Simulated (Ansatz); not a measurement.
The reference is TiO₂ in the anatase structure (space group I4_1/amd, No. 141; a = 3.7779 Å, c = 9.5838 Å).

All numbers come from Kohn–Sham DFT with the r2SCAN functional, run in Ansatz (a first-principles code) with PAW and 500 eV plane waves, scalar-relativistic without spin-orbit coupling.

Base values:

| Property | Result |
|---|---|
| Lattice parameter a | 3.778 Å |

It is then changed as follows: a hydrostatic pressure of 4.2 GPa.

### Question
Estimate the effect on the mean gap deformation potential ΔEg/Δln V.

### Answer
The mean gap deformation potential ΔEg/Δln V comes out as +0.9 eV.

### Question
Estimate the effect on the lattice parameter a.

### Answer
The lattice parameter a decreases by 0.013 Å to 3.765 Å.

Load acts through the strain it causes; cell and atoms are relaxed under it. No phonon test of stability was made. The final runs are not spin-polarised.
